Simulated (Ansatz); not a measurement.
**TiAl2 (space group Cmmm, No. 65)**

Space group Cmmm (No. 65); a = 3.9017 Å, b = 12.0547 Å, c = 3.9704 Å, α = β = γ = 90.00°

```
atom  site  symmetry       x       y       z
----  ----  --------  ------  ------  ------
Ti      4i       m2m  0.0000  0.1563  0.0000
Al      2b       mmm  0.0000  0.5000  0.0000
Al      2d       mmm  0.5000  0.5000  0.5000
Al      4j       m2m  0.5000  0.1728  0.5000
```
(The calculation used a cell of 6 atoms; values per cell refer to that cell.)

All numbers come from PBEsol (Ansatz, a quantum-chemistry and plane-wave program), without spin-orbit coupling. k-mesh 13×13×12 (Γ-centred); smearing 0.05 eV (Fermi–Dirac).

The volume per atom comes out as 15.56 Å³ and the density comes out as 3.62 g/cm³. The band gap is zero and the total energy comes out as -1174.766 eV/atom (σ→0; compares only within this code and set-up).

No phonon test of stability was made. The final runs are not spin-polarised.
